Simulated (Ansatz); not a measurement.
A15 Mo3Si was calculated with PBE (plane waves, PAW; Ansatz, a first-principles code).

Excerpt of the program's output:

```
Crystal: 8 atoms, lattice volume = 116.858 Å³
Basis set: ecut = 520 eV, 3119 PW (Γ), exchange–correlation on 80×80×80 points (8 copies of the dense FFT grid, shifted against one another)
Bands: 56, of which v1, the nominal top of the filled ones, is band 46 counted from 1 (45 counted from 0)
Symmetry: 48 space group operations
Space group: Pm-3n (ITA 223), of the structure as read, at distance tolerance 4.9e-5 Å
k-points: 84 of 1728
Functional: x = pbe(κ = 0.804, μ = 0.2195149727645171), c = pbe(β = 0.06672455060314922)
SCF iter   1: F=—  HF=-31010.320926 eV  |F-HF|=—  |Δ(HF+E_count)|=         —  Δρ=4.43e-3  dr2=1.19e-2
SCF iter   2: F=—  HF=-31010.321516 eV  |F-HF|=—  |Δ(HF+E_count)|=   5.89e-4  Δρ=2.50e-3  dr2=3.86e-3
  ...
SCF iter   6: F=—  HF=-31010.321268 eV  |F-HF|=—  |Δ(HF+E_count)|=   1.39e-8  Δρ=1.43e-6  dr2=1.08e-9
SCF iter   7: F=-31010.321268 eV  HF=-31010.321268 eV  |F-HF|=1.46e-11  |Δ(HF+E_count)|=  4.18e-10  Δρ=1.75e-7  dr2=2.46e-11
SCF 1 converged in 7 iterations: F = -31010.321268 eV  dr2 = 2.46e-11
SCF converged after 7 iterations
Free energy (F): -31010.321268 eV
Internal energy: -31010.290206 eV  (E = F + TS)
E sigma→0 (E₀):  -31010.305737 eV
Fermi energy:    19.747496 eV
--- Forces (eV/Å), atoms counted from 1 ---
  atom   1  Si     0.00000000     0.00000000     0.00000000
  atom   2  Si     0.00000000    -0.00000000     0.00000000
  atom   3  Mo     0.00000000    -0.00000000     0.00000000
  atom   4  Mo    -0.00000000    -0.00000000     0.00000000
  atom   5  Mo     0.00000000    -0.00000000     0.00000000
  atom   6  Mo     0.00000000     0.00000000     0.00000000
  atom   7  Mo     0.00000000    -0.00000000     0.00000000
  atom   8  Mo     0.00000000     0.00000000     0.00000000
--- Stress (GPa, compression-positive) ---
        2.610666      -0.000000       0.000000
        0.000000       2.610666      -0.000000
        0.000000      -0.000000       2.610666
  P = ⅓ Tr σ = 2.6107 GPa (26.107 kbar)
```

Question: Write an input file that produces this run.

Answer: One answer among several that fit: 
Ansatz 0.2 input:
```yaml
crystal:
  lattice:
    - [-4.889, 0.0, 0.0]
    - [0.0, -4.889, 0.0]
    - [0.0, 0.0, -4.889]
  atoms:
    - { symbol: Si, position: [0.5, 0.5, 0.5] }
    - { symbol: Si, position: [0.0, 0.0, 0.0] }
    - { symbol: Mo, position: [0.25, 0.0, 0.5] }
    - { symbol: Mo, position: [0.5, 0.25, 0.0] }
    - { symbol: Mo, position: [0.5, 0.75, 0.0] }
    - { symbol: Mo, position: [0.75, 0.0, 0.5] }
    - { symbol: Mo, position: [0.0, 0.5, 0.75] }
    - { symbol: Mo, position: [0.0, 0.5, 0.25] }
basis:
  ecutwfc: 520
  ecutrho_ratio: 4
  xc_grid: 2
kpoints:
  mp_grid: { grid: [12, 12, 12] }
hamiltonian:
  xc: pbe
  dispersion: none
  pseudopotentials: { kind: paw }
scf:
  occupations: { method: fermi_dirac, width: 0.05 }
  convergence: { dr2_threshold: 0.0000000008 }
output:
  forces: true
  stress: true
  eigenvalues: true
```

Note: cell and atoms aren't relaxed at this level (pressure 2.6 GPa).

Cost on a shared machine: roughly 30 core-seconds.
